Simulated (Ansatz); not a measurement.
Start from TiAl (space group P4/mmm, No. 123; relaxed with 0.1 eV smearing).

```
TiAl
1.0
    2.81271     0.00000     0.00000
    0.00000     2.81271     0.00000
    0.00000     0.00000     4.06160
Ti Al
1 1
Direct
  0.00000   0.00000   0.00000
  0.50000   0.50000   0.50000
```

Cartesian axes are those of the cell as printed.

All numbers come from Ansatz (an electronic-structure program), r2SCAN, PAW, cutoff 500 eV, no SOC.

The change: uniaxial strain ε_xx = +3.00 %, all other strain components held at zero; the atoms relax in the strained cell.

Task: Predict the stress tensor and what it implies for the stiffness.

Result: Stress of the strained cell less that of the base (GPa, compression positive):
```
   -5.7     0.0     0.0
    0.0    -1.7     0.0
    0.0     0.0    -2.5
```

Then −Δσ_ii/ε with ε = 0.0300 gives secant stiffness values (nonlinear terms included at this strain): C11 ≈ 191 GPa, C12 ≈ 58 GPa and C13 ≈ 83 GPa.

As a check, the harmonic strain energy −½ V₀ Δσ:ε is 8.6 meV/atom; the computed energy rise is 9.0 meV/atom.

No phonon test of stability was made. The final runs are not spin-polarised.
